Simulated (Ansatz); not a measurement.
System: stishovite (SiO2). Method: r²SCAN (Ansatz, an electronic-structure program, plane waves, PAW).

A relaxed, unreconstructed slab of the (100) face has 18 atoms, two equal faces of 11.170 Å² each and an energy of -10676.1413 eV. A bulk cell of 6 atoms with the same orientation and in-plane k mesh has -3559.3371 eV. Energies are extrapolated to zero smearing.

Settings: plane-wave cutoff 500 eV, 8×10×1 k mesh (along the axes of the cell as run), gaussian smearing 0.02 eV, scalar-relativistic PAW data made under PBE.

Worked out: γ = (E_slab − N E_bulk per atom)/2A = [-10676.1413 − 18 × (-3559.3371/6)]/(2 × 11.170) = 0.0837 eV/Å². With 16.022 J/m² per eV/Å² this is 1.34 J/m², or 0.94 eV per surface cell and face.
